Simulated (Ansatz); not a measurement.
Crystal: SiO₂ (P4_12_12, 12 atoms a cell, 14.4 Å³ an atom); planes in its conventional cell.

Computed with r2SCAN (plane waves, PAW; Ansatz, a quantum-chemistry and plane-wave program).

The gap is the functional's own, uncorrected, and κ follows it; spin-orbit coupling is left out. Mid-gap values are interpolated between the computed energies.

| plane | area of the cell (Å²) | mid-gap κ (1/Å) | largest κ in the gap (1/Å) |
|---|---|---|---|
| (001) | 24.9 | 0.55 | 0.58 |
| (100) | 34.6 | ___ | ___ |

Q: The slowest decay depends on the direction. Supply the withheld values.

A: 
- (100), mid-gap κ (1/Å): 0.50
- (100), largest κ in the gap (1/Å): 0.51
